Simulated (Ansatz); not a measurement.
# HgTe: pressure series

The parent structure is HgTe in the zinc blende structure (space group F-43m, No. 216; a = 6.5728 Å).

Cell and atoms are relaxed at each pressure.

The values are results of r2SCAN (Ansatz, a first-principles code), spin-orbit coupling left out, not measurements.

Notes on the quantities. enthalpy: H = E + PV relative to the base's energy.

| change | shortest interatomic distance | enthalpy |
|---|---|---|
| base | 5.378 bohr | – |
| pressure −2 GPa | 5.483 bohr | -0.46 eV/atom |
| pressure −1 GPa | 5.427 bohr | -0.22 eV/atom |
| pressure 0.9 GPa | 5.341 bohr | +0.20 eV/atom |
| pressure 2.1 GPa | 5.296 bohr | +0.45 eV/atom |
| pressure 4.5 GPa | 5.221 bohr | +0.95 eV/atom |
| pressure 9 GPa | 5.112 bohr | +1.83 eV/atom |
| pressure 22.5 GPa | 4.903 bohr | +4.23 eV/atom |
| pressure 30 GPa | 4.823 bohr | +5.46 eV/atom |

Load acts through the strain it causes; cell and atoms are relaxed under it. Whether these cells are dynamically stable was not tested. Tetrahedral semiconductors of this kind turn to denser phases somewhere between about 1 and 50 GPa; those were not computed, so compressed cells here can lie past the real transition. The final runs are not spin-polarised.
